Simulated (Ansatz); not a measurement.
The starting structures come from a database of crystals and need not be the phases stable at ambient conditions.

The decay constant κ of evanescent states in the gap governs leakage through a thin film.

Input:

```yaml
crystal:
  lattice:
    - [4.92538, 0.00000, 0.00000]
    - [0.00000, 5.63383, 0.00000]
    - [2.46269, -1.60854, 6.24193]
  atoms:
    - { symbol: Nb, position: [0.38259, 0.74819, 0.71940] }
    - { symbol: Nb, position: [0.61741, 0.25181, 0.28060] }
    - { symbol: Nb, position: [0.10199, 0.75181, 0.28060] }
    - { symbol: Nb, position: [0.89801, 0.24819, 0.71940] }
    - { symbol: O, position: [0.72356, 0.62746, 0.41134] }
    - { symbol: O, position: [0.27644, 0.37254, 0.58866] }
    - { symbol: O, position: [0.13490, 0.87254, 0.58866] }
    - { symbol: O, position: [0.86510, 0.12746, 0.41134] }
    - { symbol: O, position: [0.89827, 0.25000, 0.00000] }
    - { symbol: O, position: [0.10173, 0.75000, 0.00000] }
    - { symbol: O, position: [0.33704, 0.47309, 0.21852] }
    - { symbol: O, position: [0.66296, 0.52691, 0.78148] }
    - { symbol: O, position: [0.55556, 0.02691, 0.78148] }
    - { symbol: O, position: [0.44444, 0.97309, 0.21852] }
```

Space group of this cell: C2/c. The cell is taken as given; by r2SCAN its mean pressure is -6.8 GPa.

Transport runs along the normal of the first two printed cell vectors.

No gap correction and no spin-orbit coupling; mid-gap values are interpolated between computed energies.

Problem. State the band gap and the smallest decay constant κ at mid-gap according to Ansatz (an electronic-structure program) with r2SCAN.

Solution. Gap 2.94 eV on a 8×6×8 mesh; κ = 0.345 1/Å, at (0.000, 0.333) of the in-plane reciprocal vectors. At the zone centre, at the nearest computed energy, the slowest state has κ = 0.39 1/Å.
